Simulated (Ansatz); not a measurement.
Worked calculations on one periodic cell of amorphous Ga24O38Hf: Ga24O38Hf, 63 atoms, volume 784.9 Å³, made by a melt-quench on the CHGNet potential and relaxed with DFT. O atoms were pushed apart under 1.9 Å during the dynamics, to hinder bonds among them. It is a model cell: composition and starting density were chosen by hand, and all elements were melted together. Cycles of charging were run to anneal it. Computed with PBE, scalar-relativistic without spin-orbit coupling (plane waves to 420 eV, PAW; Ansatz, a first-principles code). Sampling: a 2×2×2 Γ-centred mesh; Fermi-Dirac width 0.02 eV; no spin polarisation. Its volume was held where the quench left it, its shape was free, and it stands at a mean pressure of 3.1 GPa with stress components up to 3.2 GPa; the relaxation ran on the zone centre alone. Its density went from a set 5.20 to 5.20 g/cm³. The cell is small and was quenched far faster than a real film, so it is one sample of the glass.

Count formal charges (Ga +3, O -2, Hf +4). What does the count lead one to expect at the Fermi level, and what does the calculation give?

24 × (+3) + 38 × (-2) + 1 × (+4) = 0. The charges balance, so the anion-derived valence states can be full and a gap can open. On this mesh the highest filled and lowest empty level lie 2.02 eV apart, the PBE gap of this cell, with a localised state at one edge or both.

Four energies for an added electron at PBE on the zone centre alone (charged cells in a uniform background, spin-polarised): neutral at the neutral geometry -128093.739 eV; charged at the neutral geometry -128085.515 eV; charged and relaxed -128085.532 eV; neutral at the charged geometry -128093.719 eV.

Find the two relaxation energies and their sum, the reorganisation energy.

On charging: -128085.515 − (-128085.532) = 0.017 eV. On discharging: -128093.719 − (-128093.739) = 0.020 eV. The sum is 0.037 eV. The carrier's level spreads over 56 of the 63 atoms' worth, more than a fifth of the atoms or a third of the atoms of its main element (six at least), and the sum is small, so it counts as a band carrier, whose relaxation energy shrinks as the cell grows. PBE's self-interaction favours spread-out carriers, so a hybrid can localise more.

Four energies for a hole at PBE on the zone centre alone (charged cells in a uniform background, spin-polarised): neutral at the neutral geometry -128093.739 eV; charged at the neutral geometry -128099.838 eV; charged and relaxed -128099.960 eV; neutral at the charged geometry -128093.259 eV.

Find the two relaxation energies and their sum, the reorganisation energy.

On charging: -128099.838 − (-128099.960) = 0.122 eV. On discharging: -128093.259 − (-128093.739) = 0.480 eV. The sum is 0.602 eV. The carrier's level spreads over 5 of the 63 atoms' worth, so it counts as localised, most on one O atom with neighbours Ga 1.85 Å, Ga 1.90 Å, Ga 2.01 Å (neutral geometry). The values are uncorrected: the image energy of a point charge in this cell, 2.84 × 14.40 / (2 × 9.2) = 2.2 eV before screening, is screened by electrons alone at the fixed geometry and by ions too after relaxing, and the carrier can be spread before it relaxes, so each term can be off by up to that value times 1/ε∞, some tenths of an eV. PBE's self-interaction favours spread-out carriers, so a hybrid can localise more.
